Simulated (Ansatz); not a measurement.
## A computed series for HfN: response to strain

The parent structure is HfN in the rock salt structure (space group Fm-3m, No. 225; a = 4.502 Å). Axes: x, y, z lie along the cube axes.

Strains are applied to the cell and any free atomic positions relax; under biaxial strain the out-of-plane vector relaxes too; under stress the whole cell relaxes.

Level of theory: PBEsol in Ansatz (plane waves to 420 eV, PAW, scalar-relativistic without spin-orbit coupling).

Notes on the quantities. energy relative to the base: free energy F.

| case | shortest interatomic distance | energy relative to the base | space group |
|---|---|---|---|
| base | 2.251 Å | 0 meV/atom | Fm-3m (No. 225) |
| biaxial strain −0.52 %, plane normal [111], relaxed out of plane | 2.247 Å | +0.9 meV/atom | R-3m (No. 166) |
| uniaxial strain ε_xx = −2.66 % | 2.191 Å | +17 meV/atom | I4/mmm (No. 139) |
| tensor shear ε_yz = +3.74 % | 2.251 Å | +25 meV/atom | Immm (No. 71) |
| uniaxial stress, 0.5 GPa tension along z | 2.250 Å | 0.0 meV/atom | I4/mmm (No. 139) |

Without a gap, meshes like the base's 18×18×18 leave anisotropic stresses uncertain by several tenths of a GPa, and small strain energies with them. Beyond what the load breaks, stability against distortions was not tested. All final runs are without spin polarisation. An odd electron count without spin: HfN.

Ansatz is a program for electronic structure.
